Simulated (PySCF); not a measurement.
PySCF 2.14.0, PBE/def2-tzvp, df: Cu(Me)(PH3) ([CH3][Cu]<-[PH3]), 9 atoms. The geometry is a generated start, not checked to be a minimum at this level.

| Quantity | Result |
|---|---|
| task | energy |
| method | pbe |
| basis | def2-tzvp |
| two-electron scheme | density fitting |
| mol.max_memory | 3000 MB |
| mf.max_cycle | 100 |
| mf.init_guess | minao (default) |
| mf.DIIS | CDIIS (default) |
| mf.conv_tol | 1e-09 (default) |
| mf.grids.level | 3 (default) |
| basis functions | 149 |
| grid points | 112792 |

```xyz
9

Cu     0.0979     0.0610     0.1507
C      1.1144     0.7567     1.7311
H      1.5653    -0.0297     2.3459
H      0.5045     1.3424     2.4272
H      1.9470     1.4163     1.4636
P     -1.0295    -0.7008    -1.5998
H     -0.8741    -1.9966    -2.0563
H     -0.9131    -0.1160    -2.8477
H     -2.4124    -0.7331    -1.6147
```

Charge 0 and multiplicity 1 are set for this test and not shown to be the ground state.

One run each on 2 threads, 1 BLAS thread. Values of diis_space tried: 3, 5, 8 (default), 12, 20.

**Question.** Predict the course of the Fock builds along this series.

**Answer.** Fewest Fock builds, within one of each other: 5 with 18, 8 (default) with 17, 12 with 17, 20 with 17. The count rises to 30 at 3. All converge to one solution.

```tsv
diis_space	Fock builds	end
3	30	same solution
5	18	same solution
8 (default)	17	same solution
12	17	same solution
20	17	same solution
```
